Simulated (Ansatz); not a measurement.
BN under load (space group I-4m2), HSE06, rigid bands (Ansatz, an electronic-structure program). Condition of this run: uniaxial stress along [001] of -27 GPa (compression positive) (the target of the relaxation). Band gap 5.38 eV, N_c = 1.39e19 cm⁻³ and N_v = 4.23e19 cm⁻³ at 300 K, conductivity masses along y (a = (0.00, 1.79, 1.87) Å; b = (1.79, 0.00, 1.87) Å; c = (1.79, 1.79, 0.00) Å) of 0.429 mₑ (electrons) and 0.519 mₑ (holes). Take k_BT = 0.02585 eV.

Problem. A film of it is 2 nm thick, with its normal along the direction named. Estimate the confinement energies in an infinite well.

Solution. ħ²π²/(2m t²) = 0.376 eV·nm²/(m/mₑ × t²) gives 219 meV for electrons and 181 meV for holes, so the gap would widen to about 5.78 eV. Finite barriers and nonparabolic bands lower this, and with several valleys or bands the heaviest mass along the normal sets the lowest level, not this average.

Problem. Find the intrinsic carrier density and the intrinsic Fermi level.

Solution. n_i = √(N_c N_v) exp(−E_g/2k_BT) = 2.42e19 × exp(−104.05) = 1.6e-26 cm⁻³. The level lies (k_BT/2) ln(N_v/N_c) = 14 meV from mid-gap (positive towards the conduction band). Each 0.1 eV added to the gap lowers n_i by a factor of 6.9.

Problem. What thermal injection velocity √(2k_BT/πm) limits a ballistic channel along the direction named?

Solution. 8.21e6 cm/s for electrons and 7.47e6 cm/s for holes, a ratio of √(m_h/m_e) = 1.10, for dilute carriers.

Rigid bands with the computed gap; masses take one relaxation time for all states. Spin-orbit coupling is left out. Geometry: cell and atoms relaxed with PBEsol.
